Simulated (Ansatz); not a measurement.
Base system: BP in the zinc blende structure (space group F-43m, No. 216; a = 4.520 Å). Axes: x, y, z lie along the cube axes.

Level of theory: DFT with PBEsol, PAW potentials and a 420 eV plane-wave cutoff in Ansatz (a quantum-chemistry and plane-wave program), no SOC.

The change: tensor shear ε_xy = +0.57 % (engineering shear γ = 0.0114), atoms relaxed at fixed cell.

### Question
Predict the stress tensor and what it implies for the stiffness.

### Answer
Stress of the strained cell less that of the base (GPa, compression positive):
```
   0.02   -2.14    0.00
  -2.14    0.02    0.00
   0.00    0.00    0.00
```

Then −Δσ/γ with γ = 2ε = 0.0114 gives relaxed-ion elastic constants: C66 ≈ 188 GPa.

Stability against distortions was not tested.
